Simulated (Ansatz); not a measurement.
SnTe: response to strain

Base system: SnTe in the rock salt structure (space group Fm-3m, No. 225).

```xyz
2
Lattice="0.0000 3.1856 3.1856 3.1856 0.0000 3.1856 3.1856 3.1856 0.0000" Properties=species:S:1:pos:R:3 pbc="T T T"
Te     0.0000     0.0000     0.0000
Sn     3.1856     3.1856     3.1856
```

Cartesian axes are those of the cell as printed.

Strains are applied to the cell and any free atomic positions relax; under biaxial strain the out-of-plane vector relaxes too; under stress the whole cell relaxes.

Calculations: r2SCAN/PAW in Ansatz (an electronic-structure program), no SOC, earlier PAW set.

Candidates:
(a) biaxial strain −0.90 %, plane normal [001], relaxed out of plane
(b) uniaxial stress, 3 GPa compression along z
(c) isotropic strain +5.32 %
(d) uniaxial stress, 3 GPa tension along x

Notes on the quantities. energy relative to the base: free energy F.

Problem. Order them by energy relative to the base, lowest first.

Solution. (a) biaxial strain −0.90 %, plane normal [001], relaxed out of plane (+2.2 meV/atom), (b) uniaxial stress, 3 GPa compression along z (+6.1 meV/atom), (d) uniaxial stress, 3 GPa tension along x (+9.2 meV/atom), (c) isotropic strain +5.32 % (+95 meV/atom)

Stability under load was not tested beyond the relaxation. The final runs are not spin-polarised.
